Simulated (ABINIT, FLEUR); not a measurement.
An ABINIT input for a self-consistent single point of MgAlB4 (P6/mmm, 6 atoms in the cell) (DFT, PBEsol, plane waves, norm-conserving pseudopotentials (PseudoDojo nc-sr-04 PBEsol standard)):

```
# MgAlB4, PseudoDojo nc-sr-04 PBEsol standard
pp_dirpath "./"
pseudos "Mg.upf, Al.upf, B.upf"
acell 3*1.0
rprim
         5.7208056639    0.0000000064    0.0000000000
        -2.8604028375    4.9543630318    0.0000000000
         0.0000000000    0.0000000000   12.7026256262
natom 6
ntypat 3
znucl 12 13 5
typat 1 2 3 3 3 3
xcart
         0.0000000000    0.0000000000    6.3513128131
         0.0000000000    0.0000000000    0.0000000000
         2.8604028301    1.6514543482    2.9684765826
        -0.0000000037    3.3029086900    9.7341490436
        -0.0000000037    3.3029086900    2.9684765826
         2.8604028301    1.6514543482    9.7341490436
ecut 84 Ry
occopt 3
tsmear 0.1 eV
nband 18
kptopt 1
ngkpt 16 16 7
nshiftk 1
shiftk 0 0 0
nstep 50
tolvrs 1.0e-12
prtwf 0
prtden 0
prtvol 1
enunit 1
```

Question: Give the FLEUR input for the same structure, mesh, smearing and functional.

Answer: This is the input that was run; spellings and numerical settings could be chosen otherwise.

Input of the input generator:

```
MgAlB4
&input film=f /
3.0273199853 0.0000000034 0.0000000000
-1.5136599956 2.6217360110 0.0000000000
0.0000000000 0.0000000000 6.7219400000
1.8897261246
1.0 1.0 1.0

6
12 0.0000000000 0.0000000000 0.5000000000
13 0.0000000000 0.0000000000 0.0000000000
5 0.6666666667 0.3333333333 0.2336900000
5 0.3333333333 0.6666666667 0.7663100000
5 0.3333333333 0.6666666667 0.2336900000
5 0.6666666667 0.3333333333 0.7663100000

&comp jspins=1 /
&exco xctyp='PBEs' /
&kpt div1=16 div2=16 div3=7 gamma=t /
&end /
```

```xml
<?xml version="1.0" encoding="UTF-8" standalone="no"?>
<fleurInput fleurInputVersion="0.39">
   <comment>
      MgAlB4                                                                                              
   </comment>
   <calculationSetup>
      <cutoffs Kmax="3.9" Gmax="15.6" GmaxXC="15.6" numbands="0"/>
      <scfLoop itmax="60" minDistance="0.00001" maxIterBroyd="25" imix="Anderson" alpha="0.05" precondParam="0.0" spinf="2.0"/>
      <coreElectrons ctail="T" frcor="F" kcrel="0" coretail_lmax="0"/>
      <xcFunctional name="PBEs" relativisticCorrections="F"/>
      <magnetism jspins="1"/>
      <soc l_soc="F" theta="0.0" phi="0.0" spav="F"/>
      <expertModes spex="0" secvar="F"/>
      <geometryOptimization l_f="T" forcealpha="1.0" forcemix="BFGS" epsdisp="0.00001" epsforce="0.00001"/>
      <ldaU l_linMix="F" mixParam="0.05" spinf="1.0"/>
   </calculationSetup>
   <cell>
      <bzIntegration valenceElectrons="25.0" mode="hist" fermiSmearingEnergy="0.00367493">
         <kPointListSelection listName="default-1"/>
         <!-- k-points included here -->
         <xi:include xmlns:xi="http://www.w3.org/2001/XInclude" href="kpts.xml"> </xi:include>
      </bzIntegration>
      <!-- symmetry operations included here -->
      <xi:include xmlns:xi="http://www.w3.org/2001/XInclude" href="sym.xml"> </xi:include>
      <bulkLattice scale="1.0">
         <bravaisMatrix>
            <row-1>    5.7208056637450975     0.0000000064250688     0.0000000000000000</row-1>
            <row-2>   -2.8604028374472410     4.9543630317912921     0.0000000000000000</row-2>
            <row-3>    0.0000000000000000     0.0000000000000000    12.7026256259937238</row-3>
         </bravaisMatrix>
      </bulkLattice>
   </cell>
   <atomSpecies>
      <species name="Magnesium (Mg)" element="Mg" atomicNumber="12">
         <mtSphere radius="2.68" gridPoints="925" logIncrement="0.013"/>
         <atomicCutoffs lmax="10" lnonsphr="8"/>
         <electronConfig flipSpins="F">
            <coreConfig>(1s1/2)</coreConfig>
            <valenceConfig>(2s1/2) (2p1/2) (2p3/2) (3s1/2)</valenceConfig>
         </electronConfig>
         <energyParameters s="3" p="3" d="3" f="4"/>
         <lo type="SCLO" l="0" n="2" eDeriv="0"/>
         <lo type="SCLO" l="1" n="2" eDeriv="0"/>
      </species>
      <species name="Aluminum (Al)" element="Al" atomicNumber="13">
         <mtSphere radius="2.61" gridPoints="899" logIncrement="0.013"/>
         <atomicCutoffs lmax="10" lnonsphr="8"/>
         <electronConfig flipSpins="F">
            <coreConfig>(1s1/2) (2s1/2) (2p1/2) (2p3/2)</coreConfig>
            <valenceConfig>(3s1/2) (3p1/2) (3p3/2)</valenceConfig>
            <stateOccupation state="(3p1/2)" spinUp="0.1666666666667" spinDown="0.1666666666667"/>
            <stateOccupation state="(3p3/2)" spinUp="0.3333333333333" spinDown="0.3333333333333"/>
         </electronConfig>
         <energyParameters s="3" p="3" d="3" f="4"/>
      </species>
      <species name="Boron (B)" element="B" atomicNumber="5">
         <mtSphere radius="1.54" gridPoints="533" logIncrement="0.019"/>
         <atomicCutoffs lmax="6" lnonsphr="4"/>
         <electronConfig flipSpins="F">
            <coreConfig>(1s1/2)</coreConfig>
            <valenceConfig>(2s1/2) (2p1/2) (2p3/2)</valenceConfig>
            <stateOccupation state="(2p1/2)" spinUp="0.1666666666667" spinDown="0.1666666666667"/>
            <stateOccupation state="(2p3/2)" spinUp="0.3333333333333" spinDown="0.3333333333333"/>
         </electronConfig>
         <energyParameters s="2" p="2" d="3" f="4"/>
      </species>
   </atomSpecies>
   <atomGroups>
      <atomGroup species="Magnesium (Mg)">
         <relPos label="                   1">.0000000000 .0000000000 1.000/2.000</relPos>
         <force calculate="T" relaxXYZ="TTT"/>
      </atomGroup>
      <atomGroup species="Aluminum (Al)">
         <relPos label="                   2">.0000000000 .0000000000 .0000000000</relPos>
         <force calculate="T" relaxXYZ="TTT"/>
      </atomGroup>
      <atomGroup species="Boron (B)">
         <relPos label="                   3">-1.000/3.000 1.000/3.000 .2336900000</relPos>
         <relPos label="                   4">1.000/3.000 -1.000/3.000 -.2336900000</relPos>
         <relPos label="                   5">1.000/3.000 -1.000/3.000 .2336900000</relPos>
         <relPos label="                   6">-1.000/3.000 1.000/3.000 -.2336900000</relPos>
         <force calculate="T" relaxXYZ="TTT"/>
      </atomGroup>
   </atomGroups>
   <output dos="F" band="F" slice="F">
      <checks vchk="F" cdinf="F"/>
      <bandDOS minEnergy="-.5*Htr" maxEnergy="0.5*Htr" sigma="0.015" storeEVData="T"/>
      <vacuumDOS vacdos="F" integ="F" star="F" nstars="0" locx1="0.0" locy1="0.0" locx2="0.0" locy2="0.0" nstm="0" tworkf="0.0"/>
      <unfoldingBand unfoldBand="F" supercellX="1" supercellY="1" supercellZ="1"/>
      <plotting iplot="0" polar="F">
         <plot TwoD="T" vec1="  1.0  0.0  0.0" vec2="  0.0  1.0  0.0" vec3="  0.0  0.0  1.0" zero="  0.0  0.0  0.0" file="plot"/>
      </plotting>
      <chargeDensitySlicing numkpt="0" minEigenval="0.0" maxEigenval="0.0" nnne="0" pallst="F"/>
      <specialOutput eonly="F"/>
      <magneticCircularDichroism mcd="F" energyLo="-10.0" energyUp="0.0"/>
   </output>
  <!-- We include the file relax.xml here to enable relaxations (see documentation) -->
  <xi:include xmlns:xi="http://www.w3.org/2001/XInclude" href="relax.xml"> <xi:fallback/> </xi:include>
</fleurInput>
```

Basis, cutoffs, solver keys and any potentials are the target program's own. This input uses DFT, PBEsol, all-electron FLAPW (FLEUR), scalar-relativistic valence. Both were run: largest force 0.002 eV/Å in ABINIT and 0.007 in FLEUR.

On FLEUR: the starting cell comes from a database of computed structures (which also holds hypothetical and non-ambient phases and stackings), without a prior relaxation at this level. Values depend on the basis (sphere radii, cutoffs, local orbitals), which need not be converged.

On ABINIT: the starting cell comes from a database of computed structures (which also holds hypothetical and non-ambient phases and stackings), without a prior relaxation at this level.
